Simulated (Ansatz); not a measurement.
Os in the diamond structure (space group Fd-3m, No. 227; a hypothetical phase, not in the database extracts checked)

```
CELL_PARAMETERS angstrom
      0.00000     2.77786     2.77786
      2.77786     0.00000     2.77786
      2.77786     2.77786     0.00000
ATOMIC_POSITIONS crystal
  Os 0.25000 0.25000 0.25000
  Os 0.00000 0.00000 0.00000
```

All numbers come from PBE (Ansatz, a program for electronic structure, PAW, scalar-relativistic without spin-orbit coupling). k-mesh 14×14×14 (Γ-centred); smearing 0.05 eV (Fermi–Dirac).

| Item | Result |
|---|---|
| Volume per atom | 21.44 Å³ |
| Density | 14.74 g/cm³ |
| Band gap | zero |
| Total energy | -11383.254 eV/atom (σ→0; compares only within this code and set-up) |

Whether these cells are dynamically stable was not tested. All final runs are without spin polarisation.
